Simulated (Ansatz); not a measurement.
# FeSi under a change: pressure 0.3 GPa

Base system: FeSi (space group P2_13, No. 198; a = 4.448 Å; non-magnetic).

It is then changed as follows: cell and atoms relaxed at a pressure of 0.3 GPa.

All numbers come from Ansatz (an electronic-structure program) PBE, no spin-orbit coupling, earlier PAW set. k-mesh 11×11×11 (Γ-centred); smearing 0.05 eV (Fermi–Dirac).

| quantity | base | changed | shift |
|---|---|---|---|
| volume per atom | 11.00 Å³ | 10.98 Å³ | -0.015 Å³ |
| density | 6.34 g/cm³ | 6.34 g/cm³ | +0.008 g/cm³ |
| lattice parameter a | 4.448 Å | 4.446 Å | -0.002 Å |
| shortest interatomic distance | 2.275 Å | 2.274 Å | -0.001 Å |
| enthalpy H = E + PV relative to the base's energy | – | +0.02 eV/atom | – |
| band gap (uncertain: the edges found look like a band crossing or inverted bands; both cells) | 0.16 eV | 0.16 eV | 0.00 eV |

Cost of the whole job for the changed cell (relaxation, final SCF and bands): roughly 2.5 core-minutes.

Load acts through the strain it causes; cell and atoms are relaxed under it. Whether these cells are dynamically stable was not tested. Starting moments died away, wholly or in part, for the base; another magnetic solution may exist. The final runs are not spin-polarised. A zero or small gap of FeSi can be the functional's error rather than a property of the material.
